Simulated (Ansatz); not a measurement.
Band structure of SrTiO3 (Pm-3m, 5 atoms in the cell).

```yaml
crystal:
  lattice:
    - [3.98896, 0.00000, 0.00000]
    - [0.00000, 3.98896, 0.00000]
    - [0.00000, 0.00000, 3.98896]
  atoms:
    - { symbol: Sr, position: [0.00000, 0.00000, 0.00000] }
    - { symbol: Ti, position: [0.50000, 0.50000, 0.50000] }
    - { symbol: O, position: [0.50000, 0.00000, 0.50000] }
    - { symbol: O, position: [0.00000, 0.50000, 0.50000] }
    - { symbol: O, position: [0.50000, 0.50000, 0.00000] }
```

Method of the run: PBE (plane waves, PAW; Ansatz, an electronic-structure program).

Settings: kpoints.mp_grid.grid = 6 6 6; hamiltonian.xc = pbe; hamiltonian.pseudopotentials = {kind: paw} (the program's default PAW files); scf.occupations.method = fermi_dirac; scf.occupations.width = 0.02 eV; kpoints.band_path.npoints = 8.

The starting cell has typed, rounded lattice constants, without a prior relaxation at this level. Its lattice was rescaled by a random factor within 2.5 % of one.

Question: Predict the gap along the standard path and the places of the band edges.

Answer: The gap along the path is 1.76 eV, from R to Γ; the smallest direct gap on it is 2.14 eV.

Levels in eV from the top of the valence band on the path, bands 17 to 24:
```csv
point,17,18,19,20,21,22,23,24
Γ,-1.07,-0.38,-0.38,-0.38,1.76,1.76,1.76,3.90
X,-2.19,-1.79,-0.72,-0.72,1.90,3.48,3.48,3.91
M,-1.75,-1.49,-1.49,-0.08,3.49,3.49,3.91,4.78
R,-3.54,0.00,0.00,0.00,4.09,4.09,4.09,6.73
```

Keys are those of Ansatz 0.2.
